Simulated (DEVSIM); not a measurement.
Device: Co/HfO2/n-Si capacitor, at 300 K.

```csv
layer (left to right),material,thickness (nm),Nd (cm⁻³)
1,HfO2,7.50,-
2,Si,7500,5.8e15
```

Metal gate on the left, work function 5 eV. Fixed charge at the semiconductor interface -9.7e11 cm⁻² (in units of +e); interface traps 1.7e10 cm⁻² eV⁻¹, uniform in energy, neutral level at 0.7 of the gap above the valence band.

This is a model device: material constants are rounded textbook-type values typed into the input, and sizes, dopings and lifetimes were drawn at random. Values at 300 K.

```csv
parameter,HfO2,Si
gap (eV),5.7,1.124
affinity (eV),2.5,4.05
permittivity,22,11.7
Nc (cm⁻³),-,2.86e19
Nv (cm⁻³),-,3.1e19
```

Model (solved in DEVSIM): 1D Poisson equation in equilibrium, Boltzmann statistics, complete ionisation; no quantum confinement or tunnelling. Metal contacts follow the ideal Schottky-Mott rule: no Fermi-level pinning, no interface dipoles.

The substrate doping was swept, all else fixed.

```csv
substrate doping (cm^-3),threshold voltage (band bending 2φF) (V),flat-band voltage (V),minimum of the low-frequency capacitance (μF/cm²)
2.9e14,0.18,0.71,0.0107
5.8e14,0.16,0.73,0.0137
1.2e15,0.14,0.75,0.0179
2.9e15,0.12,0.77,0.0245
5.8e15,0.09,0.79,0.0324
1.2e16,0.07,0.81,0.0443
```

From the first row to the last the threshold voltage (band bending 2φF) goes from 0.18 to 0.07. From the first row to the last the flat-band voltage goes from 0.71 to 0.81.
